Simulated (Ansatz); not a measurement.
The structure below was relaxed with Ansatz (an electronic-structure program) PBEsol, no SOC.

```
CELL_PARAMETERS angstrom
      3.94796     0.00000     0.00000
      0.00000     3.94796     0.00000
      0.00000     0.00000     4.02312
ATOMIC_POSITIONS crystal
  Ti 0.50000 0.50000 0.45608
  Sb 0.00000 0.00000 0.06559
  O  0.50000 0.50000 0.89484
  O  0.50000 0.00000 0.34474
  O  0.00000 0.50000 0.34474
```

Question: Find the space group and the Wyckoff positions.

Answer: Space group P4mm (No. 99); a = b = 3.948 Å, c = 4.023 Å, α = β = γ = 90.00°

| atom | site | symmetry | x | y | z |
|---|---|---|---|---|---|
| Ti | 1b | 4mm | 0.5000 | 0.5000 | 0.4561 |
| Sb | 1a | 4mm | 0.0000 | 0.0000 | 0.0656 |
| O | 1b | 4mm | 0.5000 | 0.5000 | 0.8948 |
| O | 2c | 2mm. | 0.0000 | 0.5000 | 0.3447 |

Question: Describe the coordination.

Answer: The crystal has 5 atoms in its conventional cell. Lattice parameters: a = b = 3.948 Å, c = 4.023 Å, α = β = γ = 90.00°. Ti sees 1 O at 1.765 Å and 4 O at 2.024 Å and 1 O at 2.258 Å and 4 Sb at 3.203 Å and 4 Sb at 3.716 Å. Sb is coordinated by 4 O at 2.271 Å and 4 Ti at 3.203 Å and 4 Ti at 3.716 Å. O1 is surrounded by 1 Ti at 1.765 Å and 1 Ti at 2.258 Å (linear). O2 has 2 Ti at 2.024 Å and 2 Sb at 2.271 Å. (Neighbours: up to the widest gap in distance over summed covalent radii, below 1.35, at either atom; cation-cation and far metal-metal contacts left out.)

Stability against distortions was not tested. No Hubbard U is applied, and correlation can decide whether such a compound is a metal. The final runs are not spin-polarised. An odd electron count without spin: TiSbO3. The cell was made from PbTiO3 by this change: Pb → Sb; the result is a hypothetical phase, not in the database extracts checked.
